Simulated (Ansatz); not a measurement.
Consider CdTe in the zinc blende structure (space group F-43m, No. 216).

```xyz
2
Lattice="0.0000 3.2790 3.2790 3.2790 0.0000 3.2790 3.2790 3.2790 0.0000" Properties=species:S:1:pos:R:3 pbc="T T T"
Te     4.9186     4.9186     4.9186
Cd     0.0000     0.0000     0.0000
```

All numbers come from r2SCAN/PAW in Ansatz (a quantum-chemistry and plane-wave program), scalar-relativistic without spin-orbit coupling, earlier PAW set.

One change was made to it. Results:

```tsv
quantity	base	after
hole mass (degenerate bands, along [100])	0.092, 0.55, 0.55 mₑ (at Γ)	0.13, 0.30, 0.30 mₑ (at Γ)
band gap	1.16 eV	2.05 eV
shortest interatomic distance	2.840 Å	2.537 Å
```

Task: Name the change that was made.
A. pressure 4.5 GPa
B. pressure −1 GPa
C. pressure 30 GPa
D. pressure −2 GPa

Result: C, pressure 30 GPa. For comparison, the band gap in the other runs: pressure −2 GPa gives 0.98 eV; pressure −1 GPa gives 1.07 eV; pressure 4.5 GPa gives 1.45 eV.

Spin-orbit coupling, missing from the scalar runs, can matter with Te. Load acts through the strain it causes; cell and atoms are relaxed under it. Masses are band curvatures over ±0.01 Å⁻¹ around the edge. Whether these cells are dynamically stable was not tested. Measured, CdTe leaves this structure (for cinnabar) near 3.53 GPa (temperature not stated; as listed in Datta, Sujoy, Jana, Debnarayan, arXiv (2020)), on rising pressure, with hysteresis.
